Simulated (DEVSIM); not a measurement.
Structure: Au/SiO2/p-Ge capacitor, at 300 K.

| layer (left to right) | material | thickness (nm) | Na (cm⁻³) |
|---|---|---|---|
| 1 | SiO2 | 1.10 | - |
| 2 | Ge | 4300 | 1.9e16 |

Metal gate on the left, work function 5.1 eV. Fixed charge at the semiconductor interface 3.8e10 cm⁻² (in units of +e); no interface traps.

The device is made up for the run: typed textbook-type constants, with dimensions and the other settings drawn at random. Values at 300 K; Nc and Nv go as T^1.5, mobilities as T to minus their exponent, the gap by Varshni's rule with the affinity fixed.

| parameter | SiO2 | Ge |
|---|---|---|
| gap (eV) | 9 | 0.664 |
| affinity (eV) | 0.9 | 4 |
| permittivity | 3.9 | 16 |
| Nc (cm⁻³) | - | 1.04e19 |
| Nv (cm⁻³) | - | 6e18 |
| Varshni α (eV/K) | - | 0.000477 |
| Varshni β (K) | - | 235 |

DEVSIM, 1D Poisson equation in equilibrium, Boltzmann statistics, complete ionisation; no quantum confinement or tunnelling. Metal contacts follow the ideal Schottky-Mott rule: no Fermi-level pinning, no interface dipoles.

The temperature was swept, all else fixed.

| temperature (K) | minimum of the low-frequency capacitance (μF/cm²) | flat-band voltage (V) | threshold voltage (band bending 2φF) (V) |
|---|---|---|---|
| 250 | 0.0804 | 0.53 | 0.99 |
| 300 | 0.0962 | 0.58 | 0.95 |
| 350 | 0.119 | 0.63 | 0.92 |
| 400 | 0.170 | 0.69 | 0.88 |
| 450 | 0.258 | 0.74 | 0.84 |
| 500 | 0.402 | 0.78 | 0.82 |

From the first row to the last the minimum of the low-frequency capacitance goes from 0.0804 to 0.402. From the first row to the last the flat-band voltage goes from 0.53 to 0.78.
